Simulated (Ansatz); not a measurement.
InP under load (space group I-4m2), r2SCAN with spin-orbit coupling, rigid bands run with Ansatz (a program for electronic structure). Condition of this run: uniaxial stress along [001] of 3 GPa (compression positive) (the target of the relaxation). Band gap 0.94 eV, N_c = 6.74e17 cm⁻³ and N_v = 3.75e18 cm⁻³ at 300 K, conductivity masses along y (a = (0.00, 3.01, 2.76) Å; b = (3.01, 0.00, 2.76) Å; c = (3.01, 3.01, 0.00) Å) of 0.0974 mₑ (electrons) and 0.459 mₑ (holes). Take k_BT = 0.02585 eV.

Question: What thermal injection velocity √(2k_BT/πm) limits a ballistic channel along the direction named?

Answer: 1.72e7 cm/s for electrons and 7.94e6 cm/s for holes, a ratio of √(m_h/m_e) = 2.17, for dilute carriers.

Question: Find the intrinsic carrier density and the intrinsic Fermi level.

Answer: n_i = √(N_c N_v) exp(−E_g/2k_BT) = 1.59e18 × exp(−18.18) = 2.0e10 cm⁻³. The level lies (k_BT/2) ln(N_v/N_c) = 22 meV from mid-gap (positive towards the conduction band). Each 0.1 eV added to the gap lowers n_i by a factor of 6.9.

Rigid bands with the computed gap; masses take one relaxation time for all states. Geometry: cell and atoms relaxed with PBEsol.
